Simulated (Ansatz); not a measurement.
Base system: SiO$_{2}$ (space group P3_221, No. 154).

```cif
data_O6Si3
_chemical_formula_sum 'Si3 O6'
_space_group_name_H-M_alt 'P3221'
_space_group_IT_number 154
_space_group_name_Hall 'P 32 2"'
_cell_length_a 4.86585
_cell_length_b 4.86585
_cell_length_c 5.36522
_cell_angle_alpha 90.000
_cell_angle_beta 90.000
_cell_angle_gamma 120.000
loop_
_atom_site_label
_atom_site_type_symbol
_atom_site_symmetry_multiplicity
_atom_site_Wyckoff_symbol
_atom_site_fract_x
_atom_site_fract_y
_atom_site_fract_z
_atom_site_occupancy
Si1 Si 3 a 0.53525 0.53525 0.00000 1
O1 O 6 c 0.27611 0.41114 0.22119 1
```

Level of theory: Kohn–Sham DFT with the LDA functional, run in Ansatz (a program for electronic structure) with PAW and 420 eV plane waves, scalar-relativistic without spin-orbit coupling.

Strains are applied to the cell and any free atomic positions relax.

One change was made to it. Results:

The largest internal atomic displacement is 0.141 Å; the band gap goes up by 0.31 eV, from 5.83 eV to 6.14 eV; the electron mass becomes 0.48 mₑ (at Γ) (base: 0.50 mₑ (at Γ)); the smallest direct gap goes up by 0.21 eV, from 6.12 eV to 6.33 eV.

What was done to the base?
A. isotropic strain −2.25 %
B. isotropic strain −3.00 %
C. isotropic strain −1.50 %

B, isotropic strain −3.00 %. For comparison, the band gap in the other runs: isotropic strain −1.50 % gives 5.98 eV; isotropic strain −2.25 % gives 6.06 eV.

Masses are band curvatures over ±0.01 Å⁻¹ around the edge. Stability against distortions was not tested.
